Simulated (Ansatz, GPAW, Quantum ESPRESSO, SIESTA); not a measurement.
Au (Fm-3m, 1 atom in the cell) computed with different codes at matched settings

Self-consistent single point, at a second geometry (lattice scaled by 0.98). First geometry:

```
Au
1.0
    0.00000     2.04000     2.04000
    2.04000     0.00000     2.04000
    2.04000     2.04000     0.00000
Au
1
Cartesian
  0.00000   0.00000   0.00000
```

Shared settings, as Ansatz (a program for electronic structure) writes them: kpoints.mp_grid.grid = 18 18 18; scf.occupations.method = gaussian; scf.occupations.width = 0.1 eV. Potentials and cutoffs stand in the table.

```csv
code,model,ΔF from the first geometry (meV/atom),pressure (GPa),cutoff
GPAW,"PBE, GPAW PAW datasets PBE (gpaw-data 1.0.1)",117.7,26.63,600 eV
Ansatz,"PBE, default PAW files",99.4,23.22,default
SIESTA,"GGA PBE, numerical atomic orbitals DZP, PseudoDojo PBE standard norm-conserving potentials (rewritten from UPF to PSML)",85.6,21.60,grid 400 Ry
Quantum ESPRESSO,"PBE, SSSP 1.1.2 efficiency (PBE) pseudopotentials",93.5,22.17,60 Ry
```

On Ansatz's run: spin-orbit coupling is off.

The spread over the programs that give each value: ΔF from the first geometry within 32.1 meV/atom; pressure within 5.03 GPa.

SIESTA uses small atom-centred bases, whose incompleteness enters pressures, forces and empty levels differently from a plane-wave cutoff. Ansatz's pressure is given at a fixed set of plane waves, as the other plane-wave codes print theirs; with its correction for the finite basis it is 23.29 GPa.

The starting cell has typed, rounded lattice constants, without a prior relaxation at this level. For this run, on top of that: lattice scaled by 0.98.

Left out of this page: ABINIT (with a known weakness of the program); Elk and FLEUR (not drawn, or without a comparable value).

Keys are those of Ansatz 0.2.
